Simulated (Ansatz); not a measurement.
System: LuMgNO (model structure, started from the LaZnOP type, P4/nmm, No. 129, 8 atoms in the cell). Method: PBE (Ansatz, a quantum-chemistry and plane-wave program, plane waves, PAW).

Run with plane-wave cutoff 520 eV, 10×10×6 k mesh (along the axes of the cell as run), Fermi–Dirac smearing 0.01 eV, scalar-relativistic PAW data made under PBE.

Cell (relaxed with PBEsol):

```cif
data_Lu2Mg2N2O2
_chemical_formula_sum 'Lu2 Mg2 N2 O2'
_space_group_name_H-M_alt 'P4/nmm :1'
_space_group_IT_number 129
_space_group_name_Hall 'P 4ab 2ab -1ab'
_cell_length_a 3.70138
_cell_length_b 3.70138
_cell_length_c 7.59796
_cell_angle_alpha 90.000
_cell_angle_beta 90.000
_cell_angle_gamma 90.000
loop_
_space_group_symop_operation_xyz
  'x, y, z'
  '-y+1/2, x+1/2, z'
  '-x, -y, z'
  'y+1/2, -x+1/2, z'
  'x+1/2, -y+1/2, -z'
  '-y, -x, -z'
  '-x+1/2, y+1/2, -z'
  'y, x, -z'
  '-x+1/2, -y+1/2, -z'
  'y, -x, -z'
  'x+1/2, y+1/2, -z'
  '-y, x, -z'
  '-x, y, z'
  'y+1/2, x+1/2, z'
  'x, -y, z'
  '-y+1/2, -x+1/2, z'
loop_
_atom_site_label
_atom_site_type_symbol
_atom_site_symmetry_multiplicity
_atom_site_Wyckoff_symbol
_atom_site_fract_x
_atom_site_fract_y
_atom_site_fract_z
_atom_site_occupancy
Lu1 Lu 2 c 0.50000 0.00000 0.14398 1
Mg1 Mg 2 b 0.50000 0.50000 0.50000 1
N1 N 2 c 0.00000 0.50000 0.36742 1
O1 O 2 a 0.00000 0.00000 0.00000 1
```

Task: Predict the band gap and smallest direct gap on the k points sampled.

Result: 
- band gap: 1.60 eV
- smallest direct gap on the k points sampled: 1.80 eV

Note: the relaxation could raise the start's symmetry but not lower it, so the cell can be a saddle point; cell and atoms aren't relaxed at this level (largest force component 0.38 eV/Å, pressure 4.7 GPa).

Spin–orbit coupling is not included.

A model structure was made by putting elements into a prototype or built by hand; it is no filed structure, need not be a known phase, and can be a saddle point held by its symmetry.
